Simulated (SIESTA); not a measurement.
Band structure of Mg6SbMo (Amm2, 8 atoms in the cell).

```yaml
crystal:
  lattice:
    - [5.00334, 0.00000, 0.00000]
    - [0.00000, 3.11246, 5.26738]
    - [0.00000, -3.11246, 5.26738]
  atoms:
    - { symbol: Mg, position: [0.00000, 0.32564, 0.83724] }
    - { symbol: Mg, position: [0.00000, 0.83724, 0.32564] }
    - { symbol: Mg, position: [0.00000, 0.33432, 0.33432] }
    - { symbol: Mg, position: [0.50000, 0.15422, 0.67426] }
    - { symbol: Mg, position: [0.50000, 0.67426, 0.15422] }
    - { symbol: Mg, position: [0.50000, 0.16642, 0.16642] }
    - { symbol: Sb, position: [0.50000, 0.67576, 0.67576] }
    - { symbol: Mo, position: [0.00000, 0.83216, 0.83216] }
```

Method: GGA PBEsol, numerical atomic orbitals DZP, PseudoDojo PBEsol standard norm-conserving potentials (rewritten from UPF to PSML) in SIESTA.

Settings: XC.functional = GGA; XC.authors = PBEsol; potentials = PseudoDojo PBEsol standard; PAO.BasisSize = DZP; PAO.EnergyShift = 0.005 Ry; MeshCutoff = 400 Ry; kgrid.MonkhorstPack = 4 3 3; OccupationFunction = MP; OccupationMPOrder = 0; ElectronicTemperature = 1160.45 K; MaxSCFIterations = 150; SCF.Mixer.Method = Pulay; SCF.Mixer.Weight = 0.25; SCF.Mixer.History = 8.

The starting cell comes from a database of computed structures (which also holds hypothetical and non-ambient phases and stackings), without a prior relaxation at this level. Spin-orbit coupling is off. Spin polarisation is off. Values carry the incompleteness of an atom-centred basis.

Levels in eV from the Fermi level, bands 42 to 47:
```json
[
 {"point": "Γ", "42": "-1.47", "43": "-1.02", "44": "-0.65", "45": "0.12", "46": "0.35", "47": "1.43"},
 {"point": "X", "42": "-0.61", "43": "-0.52", "44": "-0.15", "45": "0.32", "46": "0.51", "47": "1.11"},
 {"point": "S", "42": "-0.94", "43": "-0.65", "44": "-0.51", "45": "0.31", "46": "1.13", "47": "1.23"},
 {"point": "R", "42": "-0.80", "43": "-0.58", "44": "-0.46", "45": "-0.13", "46": "0.70", "47": "1.35"},
 {"point": "A", "42": "-1.09", "43": "-0.70", "44": "-0.68", "45": "-0.59", "46": "1.13", "47": "1.50"},
 {"point": "Z", "42": "-1.44", "43": "-1.36", "44": "-0.95", "45": "-0.48", "46": "-0.44", "47": "-0.30"},
 {"point": "Y", "42": "-0.80", "43": "-0.27", "44": "-0.11", "45": "0.88", "46": "1.11", "47": "1.17"},
 {"point": "X1", "42": "-0.61", "43": "-0.52", "44": "-0.15", "45": "0.32", "46": "0.51", "47": "1.11"},
 {"point": "A1", "42": "-1.09", "43": "-0.70", "44": "-0.68", "45": "-0.59", "46": "1.13", "47": "1.50"},
 {"point": "T", "42": "-0.85", "43": "-0.84", "44": "-0.57", "45": "-0.06", "46": "0.74", "47": "0.96"}
]
```

Bands cross the Fermi level along this path, so the cell is metallic at this level.

Higher empty bands are left out: an atom-centred basis made for the valence describes them poorly.
